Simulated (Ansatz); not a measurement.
```xyz
3
Lattice="4.3785 0.0000 0.0000 0.0000 4.3785 0.0000 2.1893 -2.1893 3.1634" Properties=species:S:1:pos:R:3 pbc="T T T"
Mg     4.3785     2.1893     1.5817
Mg     2.1893     0.0000     1.5817
Ge     0.0000     0.0000     0.0000
```

No spin polarisation.

Level of theory: LDA, PAW, 420 eV (Ansatz, a quantum-chemistry and plane-wave program; without spin-orbit coupling). Γ-centred 13×13×13 mesh, Fermi–Dirac width 0.05 eV.

### Question
Estimate the band gap.

### Answer
Zero.

### Question
What is the computed pressure (mean of the normal stresses, compression positive)?

### Answer
1.4 GPa.

### Question
Estimate the space group.

### Answer
I4/mmm (No. 139).

The cells carry an imposed strain or load. Whether these cells are dynamically stable was not tested. The final runs are not spin-polarised. The cell was made from Mg2Ge in the anti-fluorite structure (space group Fm-3m, No. 225) by this change: biaxial strain −1.50 %, plane normal [001], relaxed out of plane. Gaps under 0.05 eV, about the width of the smearing, are given as zero. The zero or small gap of Mg2Ge can change with the level of theory.
